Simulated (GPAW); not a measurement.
# Variants of one calculation on LiVSiO₅ (P2_1/m, 16 atoms in the cell)

```xyz
16
Lattice="4.5644 0.0000 0.0000 0.0000 6.1126 0.0000 -0.4375 0.0000 6.2745" Properties=species:S:1:pos:R:3 pbc="T T T"
Li     2.0634     0.0000     3.1373
Li     2.0634     3.0563     3.1373
V      0.1430     4.5844     4.7126
V      3.9839     1.5281     1.5619
Si    -0.2421     1.5281     4.6829
Si     4.3690     4.5844     1.5916
O      3.4984     1.5281     6.0691
O      0.6285     4.5844     0.2054
O      3.1384     4.5844     4.3706
O      0.9885     1.5281     1.9039
O      0.7096     2.8383     4.6072
O      3.4173     3.2742     1.6673
O      3.4173     5.8946     1.6673
O      0.7096     0.2180     4.6072
O      3.2858     1.5281     3.4555
O      0.8411     4.5844     2.8190
```

Base run A: PBEsol, GPAW PAW datasets PBEsol (made by gpaw-setup) run with GPAW, self-consistent single point.

Its settings: mode = pw; ecut = 950 eV; xc = PBEsol; kpts = 4 3 3; mesh shift (steps) = 0 0 0; occupations.name = fermi-dirac; occupations.width = 0.01 eV; nbands = -6; convergence.forces = 0.001 eV/Å; convergence.bands = -4; symmetry.symmorphic = false; symmetry.tolerance = 0.0005; maxiter = 120.

The starting cell comes from a database of computed structures (which also holds hypothetical and non-ambient phases and stackings), without a prior relaxation at this level. Its lattice was rescaled by a random factor within 2.5 % of one.

ΔF is the free energy per atom less that of run A. 

Run A gave: largest force (eV/Å) 0.996; k-points 14.

Runs:
- B: nbands: -6 → -2; convergence.bands: -4 → default
- C: lattice scaled by 0.985
- D: occupations.width: 0.01 eV → 0.8 eV
- E: kpts: 4 3 3 → 3 2 2
- F: kpts: 4 3 3 → 2 2 2

Question: What does run C change against A?

Answer: The free energy rises by 36.0 meV/atom, the largest force goes from 0.996 to 1.743 eV/Å and the gap on the mesh goes from 2.018 to 2.156 eV.

Question: What does run D change against A?

Answer: The free energy falls by 125 meV/atom and the largest force goes from 0.996 to 1.378 eV/Å.

| run | ΔF (meV/atom) | largest force (eV/Å) | k-points |
|---|---|---|---|
| A | 0.00 | 0.996 | 14 |
| B | 0.00 | 0.997 | 14 |
| C | 36.0 | 1.743 | 14 |
| D | -124.7 | 1.378 | 14 |
| E | 2.0 | 1.020 | 8 |
| F | 3.0 | 1.011 | 8 |
